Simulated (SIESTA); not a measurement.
Worked example: self-consistent single point of YCu2Ge2 (I4mm, 5 atoms in the cell) in SIESTA.

Level of theory: LDA PW92, numerical atomic orbitals DZP, PseudoDojo LDA standard norm-conserving potentials (rewritten from UPF to PSML) (SIESTA).

```
CELL_PARAMETERS angstrom
     -2.00931     2.00931     5.12180
      2.00931    -2.00931     5.12180
      2.00931     2.00931    -5.12180
ATOMIC_POSITIONS crystal
  Y  0.00488 0.00488 0.00000
  Cu 0.75000 0.25000 0.50000
  Cu 0.25000 0.75000 0.50000
  Ge 0.61934 0.61934 0.00000
  Ge 0.38066 0.38066 0.00000
```

Reference input (self-consistent single point, DFT, LDA PW92, numerical atomic orbitals DZP, PseudoDojo LDA standard norm-conserving potentials (rewritten from UPF to PSML)): XC.functional = LDA; XC.authors = PW92; potentials = PseudoDojo LDA standard; PAO.BasisSize = DZP; PAO.EnergyShift = 0.005 Ry; MeshCutoff = 300 Ry; kgrid.MonkhorstPack = 5 5 5; OccupationFunction = MP; OccupationMPOrder = 0; ElectronicTemperature = 0.1 eV; MaxSCFIterations = 150; SCF.Mixer.Method = Broyden. This run's input differs from it in these lines:

```diff
@@ -32,5 +32,5 @@
 %block kgrid.MonkhorstPack
-    5   0   0  0.0
-    0   5   0  0.0
-    0   0   5  0.0
+    8   0   0  0.0
+    0   8   0  0.0
+    0   0   8  0.0
 %endblock kgrid.MonkhorstPack
@@ -38,3 +38,3 @@
 OccupationMPOrder            0
-ElectronicTemperature        0.1 eV
+ElectronicTemperature        1.0 eV
```

Output (repeated stretches shortened):

```
        iscf     Eharris(eV)        E_KS(eV)     FreeEng(eV)     dDmax    Ef(eV) dHmax(eV)
   scf:    1   -15257.426413   -15950.457288   -15953.909530  3.283571 -0.878357 88.406769
   scf:    2   -16051.774749   -16243.268236   -16243.835435  2.692927 -4.555489 30.693767
   scf:    3   -16283.785212   -16265.464695   -16266.015319  0.713934 -4.332978 17.908650
   scf:    4   -16275.668139   -16277.809296   -16278.560567  0.416066 -3.982018  4.286695
   scf:    5   -16278.538909   -16278.222396   -16278.963865  0.046298 -4.095157  2.387951
   [... 7 lines left out ...]
   scf:   13   -16278.461945   -16278.461835   -16279.181681  0.000185 -4.200772  0.000457
   scf:   14   -16278.461835   -16278.461835   -16279.181681  0.000046 -4.200858  0.000311
   scf:   15   -16278.461843   -16278.461839   -16279.181681  0.000013 -4.200904  0.000243
   scf:   16   -16278.461844   -16278.461842   -16279.181681  0.000010 -4.200929  0.000206
SCF Convergence by DM+H criterion
max |DM_out - DM_in|         :     0.0000096267
max |H_out - H_in|      (eV) :     0.0002055026
SCF cycle converged after 16 iterations

Using DM_out to compute the final energy and forces

siesta: E_KS(eV) =           -16278.4618

siesta: E_KS - E_eggbox =    -16278.4618

siesta: Atomic forces (eV/Ang):
     1    0.000223    0.000223   -0.146895
     2    0.000272   -0.000304    0.054360
     3   -0.000304    0.000272    0.054360
     4   -0.000223   -0.000223    0.274979
     5    0.000228    0.000228   -0.237128
   Tot    0.000196    0.000196   -0.000324
   Max    0.274979
   Res    0.103064    sqrt( Sum f_i^2 / 3N )
   Max    0.274979    constrained

Stress tensor Voigt[x,y,z,yz,xz,xy] (kbar):       20.60       20.60       24.53        0.04        0.04       -0.04
   [... lines left out ...]
siesta: FreeEng =    -16279.181681
siesta: Cell volume =         82.713897 Ang**3
siesta:         -21.91351573        -28.95520076  kBar
   [... lines left out ...]
              2.008   2.002   2.005   2.002   2.003   0.097   0.190   0.030

              0.190   0.147

mulliken: Qtot =       77.000

Mulliken Atomic Populations:
Atom #   charge [q] valence [e]  Species
     1     0.814284   10.185716  Y
     2     0.548100   18.451900  Cu
     3     0.548100   18.451900  Cu
     4    -0.947299   14.947299  Ge
     5    -0.963186   14.963186  Ge
 Total     0.000000
```

The run converged in 16 iterations. Against the reference run the free energy drops by 64.0 meV/atom, the pressure goes from -3.07 to -2.19 GPa and the largest force goes from 0.314 to 0.275 eV/Å.

The starting cell comes from a database of computed structures (which also holds hypothetical and non-ambient phases and stackings), without a prior relaxation at this level. Its lattice was rescaled by up to half a per cent. One atom was moved a little off its site on purpose. Spin polarisation is off. Values carry the incompleteness of an atom-centred basis.

Cost on one core of a shared machine: roughly 3 min.
